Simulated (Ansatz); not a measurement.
**Pressure series in TiO2**

The reference is TiO2 in the anatase structure (space group I4_1/amd, No. 141; a = 3.778 Å, c = 9.584 Å).

Cell and atoms are relaxed at each pressure.

Method: Kohn–Sham DFT with the r2SCAN functional, run in Ansatz (an electronic-structure program) with PAW and 500 eV plane waves, spin-orbit coupling left out.

Notes on the quantities. enthalpy: H = E + PV relative to the base's energy.

```tsv
case	enthalpy	smallest direct gap	density
base	–	2.87 eV	3.88 g/cm³
pressure −2 GPa	-0.14 eV/atom	2.85 eV	3.84 g/cm³
pressure −1 GPa	-0.07 eV/atom	2.86 eV	3.86 g/cm³
pressure 1.8 GPa	+0.13 eV/atom	2.88 eV	3.91 g/cm³
pressure 4.2 GPa	+0.30 eV/atom	2.90 eV	3.96 g/cm³
pressure 9 GPa	+0.63 eV/atom	2.92 eV	4.06 g/cm³
pressure 18 GPa	+1.23 eV/atom	2.94 eV	4.23 g/cm³
pressure 30 GPa	+1.99 eV/atom	2.92 eV	4.45 g/cm³
pressure 45 GPa	+2.89 eV/atom	2.74 eV	4.70 g/cm³
```

Load acts through the strain it causes; cell and atoms are relaxed under it. Stability against distortions was not tested. Competing high-pressure phases were not computed. The final runs are not spin-polarised.
